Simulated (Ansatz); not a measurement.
## Mo on the Si site (Mo_Si) (6H silicon carbide host)

Level of theory: PBE, PAW (plane waves to 420 eV; Ansatz, a quantum-chemistry and plane-wave program). Cell: 144 sites, 3×2×1 repeats of a cell of 24 atoms; final energies on a 2×2×1 shifted mesh. Site at the start: the Si(k2) site. Charged cells carry a point-charge image correction with potential alignment at far atoms. Dielectric constants: PBE linear response of the host. Host gap at this level: 2.01 eV. Finite-size and sampling errors can reach tenths of an eV here. The semilocal functional narrows the gap, so deep levels can fall outside it. Spin–orbit coupling is left out. Each state is the lowest found from its start.

Formation energies E_f are given with the Fermi level at the valence-band maximum. Chemical conditions: C-rich (Δμ(Si) = -0.41 eV, Δμ(Mo) = -0.67 eV, bounded by tetragonal MoSi2; only phases computed here count, gases as isolated molecules at 0 K); Si-rich (Δμ(Si) = 0.00 eV, Δμ(Mo) = -1.49 eV, bounded by tetragonal MoSi2; only phases computed here count, gases as isolated molecules at 0 K). Reference phases: Mo: bcc Mo, Si: silicon.

Charges with a result: +2, +1, 0, −1. Others weren't obtained, and one of them could lie lower, also by skipping a charge.

| charge | moment (μB) | largest move off a lattice site (Å) | image correction with alignment (eV) | E_f, C-rich (eV) | E_f, Si-rich (eV) | above the lowest spin state (eV) |
|---|---|---|---|---|---|---|
| +2 | not spin-polarised | 0.07 | 0.82 | 2.93 | 4.16 | 0.00 |
| +1 | 1.0 | 0.10 | 0.27 | 3.29 | 4.52 | 0.00 |
| 0 | 2.0 | 0.15 | 0.00 | 4.20 | 5.42 | 0.00 |
| 0 | not spin-polarised | 0.15 | 0.00 | 4.75 | 5.97 | 0.54 |
| −1† | 3.0 | 0.16 | 0.01 | – | – | 0.00 |
| −1† | 3.0 | 0.16 | 0.01 | – | – | 0.00 |

† Not settled in this cell, so no level is given: charge −1: carriers not clearly localised, level within 0.1 eV of a band edge or past it.

Starting moments that weren't kept: charge −1 began with 1 μB and ended with 3.0.

No other site or start that was run ended lower by more than 0.1 eV.

Transition levels above the valence-band maximum: ε(+2/+1) = 0.36 eV; ε(+1/0) = 0.91 eV. With a charge missing or unsettled, these needn't be thermodynamic levels.

Flagged in the runs: a host whose relaxation on this sampling wasn't shown to rest.
